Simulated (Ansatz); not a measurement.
NH3 on the 1x1 (110) surface of bcc Mo, one in a 2x2 cell, energies for each (28.3 Å²). Energies are against NH3(g), without zero-point or thermal terms; each row is named by its start.

Method: PBE (plane waves to 420 eV, PAW; Ansatz, a first-principles code).

Set-up: 20 atoms, 6.5 Å thick at the start under the adsorbate (thin: gaps and levels are the slab's own); mesh 6x6x1; 0.1 eV smearing; dipole correction on; 8 atoms held, the rest relaxed; each run with such symmetry as its start has; no spin, no spin-orbit, no U, no dispersion correction.

A negative adsorption energy means that the adsorbate is more stable on the surface than in its reference. Starts that drift may end in the same place. Heights count from the host atoms within 0.3 Å of the top one.

```
starting site              E_ads (eV)  height (Å)  nearest host atom (Å)  bonded to  Δ work function (eV)  lateral drift (Å)
-------------------------  ----------  ----------  ---------------------  ---------  --------------------  -----------------
top Mo                          -0.78        2.42                Mo 2.31         Mo                 -2.02                0.0
hollow Mo-Mo-Mo                 -0.78        2.42                Mo 2.31         Mo                 -2.02                1.7
bridge Mo-Mo (span 2.7 Å)       -0.78        2.41                Mo 2.31         Mo                 -2.01                1.3
bridge Mo-Mo (span 3.2 Å)       -0.78        2.42                Mo 2.31         Mo                 -2.02                1.6
```
